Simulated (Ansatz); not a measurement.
Model glasses of amorphous SiO2, 74 to 79 atoms (Si24O48 before any change). Each row is one cell at a composition chosen by hand, melted whole on the CHGNet potential with the anions pushed apart under 1.9 Å, quenched within some picoseconds, far faster than a real film, and relaxed with PBE, scalar-relativistic without spin-orbit coupling (plane waves to 420 eV, PAW; Ansatz, a quantum-chemistry and plane-wave program). Each is the lower in DFT energy of 2 quenches. Cycles of charging and discharging were tried on some cells ahead of these points, and a cell that came back lower was taken. The column on the box says what of it was relaxed with the atoms; held means as the quench left it. Cells that kept moments or hold spare charge are left out. So are cells far out in the fitted variable, so that no row sets the line alone.

At the relaxed places, the spacing of the highest filled and the lowest empty level was computed at the zone centre with PBE and with HSE06, without spin polarisation, or with spin where the moments then died out. A level counts as spread where PBE shares it among more than a fifth of the atoms; else the element of the atom with the largest weight is named. Formal charges balance in every cell (each cation at its usual highest valence, Cu and Ag at +1, Sb at +3, H at +1, O at −2, N at −3, F and Cl at −1). Exact exchange is cut at the faces of these small cells, which leaves the hybrid a finite-size error. Where a level is localised, the spacing isn't the band gap.

```csv
cell,change,box,highest filled on,lowest empty on,"spacing, PBE (eV)","spacing, HSE06 (eV)"
Si24O48NaCl,"+1 Cl, +1 Na",volume,O,spread,2.73,4.35
Si24O51Sc2,"+3 O, +2 Sc",shape,O,Sc,3.12,5.08
Si24O51In2,"+2 In, +3 O",volume and shape,O,In,3.76,5.52
Si24O50Ti,"+2 O, +1 Ti",volume and shape,O,Ti,4.20,withheld
Si24O51Y2,"+3 O, +2 Y",volume and shape,O,spread,4.51,6.20
Si24O53P2,"+5 O, +2 P",shape,O,spread,4.87,6.64
Si24O50Hf,"+1 Hf, +2 O",shape,O,spread,5.19,6.98
```

**Question.** Fit a straight line of the last column on the one before it through the 6 full rows, and predict the withheld value for Si24O50Ti.

**Answer.** Means: x = 4.030, y = 5.795. Slope = Σ(Δx Δy) / Σ(Δx²) = 4.8822 / 4.8726 = 1.002; intercept = 5.795 − (1.002) × 4.030 = 1.757 eV; r.m.s. residual 0.104 eV. Prediction: 1.757 + (1.002) × 4.20 = 5.97 eV. The run gave 6.03 eV, a miss of 0.06 eV, within the residual.

In Si24O48NaCl the spacing lies under 0.8 of the table's widest and a localised level on an atom of the host, not next to a guest, bounds it: there a defect of the quenched network is a likely cause.
